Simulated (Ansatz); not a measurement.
**PBEsol against PBE in Ansatz (a quantum-chemistry and plane-wave program): the gap on the mesh of tetrahedral semiconductors**

Single points in Ansatz on the same cell and mesh at two levels: PBE (plane waves, default PAW files) and PBEsol (plane waves, default PAW files made with PBE). No measured value is used, so the table compares levels and does not rank them. The number in brackets is the space group.

Here x stands for gap on the mesh, PBE and y for gap on the mesh, PBEsol.

| crystal | gap on the mesh, PBE (eV) | gap on the mesh, PBEsol (eV) | cell as run (Å³/atom) | k mesh | cutoffs |
|---|---|---|---|---|---|
| Si (227) | 0.570 | 0.460 | 20.02 | 7×7×7 | default |
| CdSe (216) | 0.642 | 0.512 | 27.68 | 9×9×9 | default |
| ZnO (186) | 0.801 | 0.696 | 11.85 | 8×8×5 | default |
| BAs (216) | 1.199 | 1.102 | 13.65 | 8×8×8 | default |
| GaN (216) | 1.662 | 1.610 | 11.54 | 13×13×13 | default |
| AlN (216) | 3.321 | ? | 10.50 | 10×10×10 | default |
| C (227) | 4.253 | 4.122 | 5.41 | 13×13×13 | default |

Problem. Using a straight line, estimate the missing y at x = 3.321 from the other rows, showing the fit.

Solution. With u = x - 1.5, the rows have u = -0.9300, -0.8580, -0.6990, -0.3010, 0.1620, 2.7530. Means: u 0.021167, y 1.4170. About the means, the sum of products is 9.7434 and the sum of squares of u is 9.7828; the slope is their ratio. Least squares gives y = 1.3959 + 0.99597·u. Residuals (row less fit): -0.0096, -0.0294, -0.0037, 0.0059, 0.0528, -0.0158; standard error 0.0318 (degrees of freedom: 4). Full agreement would be y = x; this line has slope 0.996 and stands -0.104 eV from it at x = 1.500. At the withheld row, u = 1.8210, so y = 1.3959 + 0.99597 × 1.8210 = 3.210 eV. The calculation gives 3.192 eV, 0.018 eV below the prediction (0.5 % of the range of y in the table). The row lies between fitted rows. From the scatter of the fitted rows alone, a prediction at this place has a standard error of 0.0389 eV, so the miss is 0.5 times that.

Copying x would have missed this row by 0.129. The cells are not relaxed at this level: typed lattice constants and structures from a database of calculations, some with the lattice rescaled by up to 2.5 %. Spin-orbit coupling is off, which matters for the heavier members. Gaps are read on the mesh, which need not hold the band edges; crystals whose gap falls under 0.15 eV in either column are left out. The rows, and the inner row withheld, were drawn at random from non-magnetic crystals of this class with sound runs on fine meshes; tables whose line scatters by over 5 % of the range, or whose columns agree throughout, aren't shown.
